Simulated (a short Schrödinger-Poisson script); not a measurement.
System: MOS inversion layer, SiO2 on p-type Si(111), at 300 K.

From the gate side: 1.7 nm SiO2; 1100 nm Si, acceptors 1.4e17 cm⁻³.

The device is made up for the run: typed textbook-type constants, with dimensions and the other settings drawn at random. SiO2: permittivity 3.9, conduction-band edge (eV) 3.15, gap (eV) 9, electron mass (mₑ) 0.5. Si: permittivity 11.7, conduction-band edge (eV) 0, gap (eV) 1.124, Nv at 300 K (cm⁻³) 3.1e19.

Channel valleys (confinement mass, in-plane density-of-states mass, number): Δ6 0.258, 0.358, 6. At the gate the conduction-band edge of layer 1 lies 3.54 eV − eVg above the Fermi level of the channel; the field vanishes at the back. Gaps are held at their typed values at every temperature. Mesh 0.03 nm at interfaces.

From a short Schrödinger-Poisson script (our own, NumPy): 1D Poisson equation in equilibrium, electrons quantum, Hartree (BenDaniel-Duke, 12 states a valley, the channel's in-plane mass for all, wave functions free to enter the dielectric), parabolic valleys, classical holes, full ionisation, no traps, pinning or gate leakage.

```tsv
Vg (V)	electrons (cm⁻²)	C (μF/cm²)	Δ6 E0 (meV from the Fermi level)
0.35	5.63e9	0.141	217.7
0.4	2.99e10	0.250	174.4
0.45	1.22e11	0.543	137.7
0.5	3.27e11	0.867	112.1
0.55	6.23e11	1.08	95.1
0.6	9.76e11	1.21	83.1
0.65	1.36e12	1.29	74.1
0.7	1.77e12	1.35	67.0
0.75	2.20e12	1.40	61.0
0.8	2.64e12	1.44	56.0
0.85	3.10e12	1.47	51.6
0.9	3.56e12	1.49	47.6
0.95	4.03e12	1.51	44.1
1	4.50e12	1.53	40.9
1.05	4.98e12	1.55	37.9
1.1	5.47e12	1.57	35.2
1.15	5.96e12	1.58	32.6
1.2	6.46e12	1.59	30.2
```

Gate voltages with under 1e9 electrons/cm² are left out.

**Question.** At Vg = 1.2 V the lowest Δ6 subband lies at 30.2 meV from the Fermi level. How many electrons does it hold, and what share of all?

**Answer.** The two-dimensional density of states is g m/(πħ²) = 8.97e11 cm⁻² meV⁻¹ (both spins), kT = 25.9 meV, so n = D kT ln(1 + exp(−E/kT)) = 6.27e12 cm⁻², 0.97 of the 6.46e12 cm⁻² in all.

**Question.** Compare the slope of the sheet density between 1.1 and 1.2 V with the geometric capacitance of the layers between gate and channel.

**Answer.** q Δn/ΔV = 1.59 μF/cm²; ε0/Σ(t/ε) = 2.03 μF/cm². The ratio is 0.78: the channel acts as a further capacitance in series.
